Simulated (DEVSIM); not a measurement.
Device: illuminated Si p-on-n cell, one wavelength, at 350 K.

Layer 1 from the left is Si, thickness (μm) 0.360, Na (cm⁻³) 1.1e18, τn (s) 6.4e-5, τp (s) 1.5e-5, absorption coefficient (cm⁻¹) 64000. Layer 2 from the left is Si, thickness (μm) 37.0, Nd (cm⁻³) 7.3e16, τn (s) 0.00053, τp (s) 0.00053, absorption coefficient (cm⁻¹) 64000.

Left contact: ohmic, minority electron recombination velocity 20000 cm/s. Right contact: ohmic, minority hole recombination velocity 2e6 cm/s. Voltage is applied to the left contact. Recombination: SRH at mid-gap, radiative, Auger. Gap narrowing is on: ΔEg = 6.92 meV × (l + √(l² + 0.5)), l = ln(N/1.3e17 cm⁻³), shared equally by both band edges. Light enters at the left, 4.9e16 photons cm⁻² s⁻¹, one pass, no reflection. Mobility is μmin + (μ − μmin)/(1 + (N/Nref)^α).

The device is made up for the run: typed textbook-type constants, with dimensions and the other settings drawn at random. Values at 300 K; Nc and Nv go as T^1.5, mobilities as T to minus their exponent, the gap by Varshni's rule with the affinity fixed.

Si: gap (eV) 1.124, affinity (eV) 4.05, permittivity 11.7, Nc (cm⁻³) 2.86e19, Nv (cm⁻³) 3.1e19, μn (cm²/Vs) 1417, μp (cm²/Vs) 470, μn,min 52, μp,min 45, Nref,n 9.7e16, Nref,p 2.2e17, αn 0.68, αp 0.72, T exponent of μn 2.3, T exponent of μp 2.2, B (cm³/s) 4.7e-15, Cn (cm⁶/s) 2.8e-31, Cp (cm⁶/s) 9.9e-32, Varshni α (eV/K) 0.000473, Varshni β (K) 636.

Model (solved in DEVSIM): 1D drift-diffusion, Boltzmann statistics, complete ionisation; no tunnelling, impact ionisation, image-force lowering or self-heating.

Dark forward current:

| |V| (V) | |J| (A/cm²) |
|---|---|
| 0.05 | 7.319e-9 |
| 0.10 | 4.542e-8 |
| 0.15 | 2.447e-7 |
| 0.20 | 1.289e-6 |
| 0.25 | 6.765e-6 |
| 0.30 | 3.549e-5 |
| 0.35 | 0.0001862 |
| 0.40 | 0.0009768 |
| 0.45 | 0.005125 |
| 0.50 | 0.02688 |
| 0.55 | 0.1408 |
| 0.60 | 0.7336 |
| 0.65 | 3.715 |
| 0.70 | 16.91 |
| 0.75 | 60.80 |
| 0.80 | 164.0 |
| 0.85 | 349.9 |
| 0.90 | 632.7 |
| 0.95 | 1021 |
| 1.00 | 1518 |
| 1.05 | 2129 |

Q: Work out the local ideality factor n = ΔV / (kT/q · ln(J2/J1)) between the rows 0.15 and 0.20 V, 1.00 and 1.05 V.

A: kT/q = 30.16 mV. From 0.15 to 0.20 V: ln(1.289e-6/2.447e-7) = 1.662, n = 1.00, near the 1 of diffusion or emission over a barrier. From 1.00 to 1.05 V: ln(2129/1518) = 0.338, n = 4.90.

Q: What current could the absorbed light give at most, and what share is collected?

A: Σ αd = 239, so qΦ(1 − exp(−Σ αd)) = 7.85 mA/cm². The simulated short-circuit current is 7.340 mA/cm², a share of 0.93.

Q: Estimate the open-circuit voltage by superposition: the voltage at which the dark current equals that short-circuit current.

A: Interpolating ln J in the table gives 0.461 V. The simulation gives 0.461 V, the same within the digits that matter. Superposition holds where collection doesn't change with voltage.

Q: Estimate the fill factor from FF0 = (v − ln(v + 0.72))/(v + 1), v = qVoc/(nkT), with n from the dark curve.

A: The rows about Voc, 0.45 and 0.50 V, give n = 1.00, so v = 15.3 and FF0 = 0.768. The simulation gives 0.768, the same within the digits that matter.
